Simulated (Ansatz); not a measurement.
The starting structures come from a database of crystals and need not be the phases stable at ambient conditions.

 Where the default PAW files enter, the runs use the earlier of Ansatz's two default sets.

The decay constant κ of evanescent states in the gap governs leakage through a thin film.

Input:

```xyz
4
Lattice="4.6333 0.0000 0.0000 -2.3166 4.0125 0.0000 0.0000 0.0000 7.6024" Properties=species:S:1:pos:R:3 pbc="T T T"
Cd     0.0000     2.6750     0.0027
Cd     2.3166     1.3375     3.8040
Te     0.0000     2.6750     2.8482
Te     2.3166     1.3375     6.6494
```

Space group of this cell: P6_3mc, wurtzite. The cell is taken as given; by LDA its mean pressure is -2.7 GPa.

Transport runs along the normal of the first two printed cell vectors, the (001) plane of the conventional cell.

The gap is the functional's own. No spin-orbit coupling. Mid-gap values are interpolated on the energy grid.

Task: Give the band gap and the smallest decay constant κ at mid-gap that LDA (Ansatz, a quantum-chemistry and plane-wave program) yields.

Result: Gap 0.44 eV on a 12×12×4 mesh; κ = 0.036 1/Å, at the zone centre.
